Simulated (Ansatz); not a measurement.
**A computed series for TiO2: response to strain**

The parent structure is TiO2 in the anatase structure (space group I4_1/amd, No. 141; a = 3.7393 Å, c = 9.4551 Å).

Strains are applied to the cell and any free atomic positions relax.

Calculations: LDA (Ansatz, a quantum-chemistry and plane-wave program; PAW; 420 eV plane waves; without spin-orbit coupling).

```csv
case,volume per atom,smallest direct gap,band gap
base,11.02 Å³,2.44 eV,2.08 eV
isotropic strain −3.00 %,10.06 Å³,2.59 eV,2.14 eV
isotropic strain −2.40 %,10.24 Å³,2.56 eV,2.13 eV
isotropic strain −1.80 %,10.43 Å³,2.54 eV,2.12 eV
isotropic strain −1.20 %,10.63 Å³,2.51 eV,2.11 eV
isotropic strain −0.60 %,10.82 Å³,2.47 eV,2.10 eV
```

No phonon test of stability was made. All final runs are without spin polarisation.
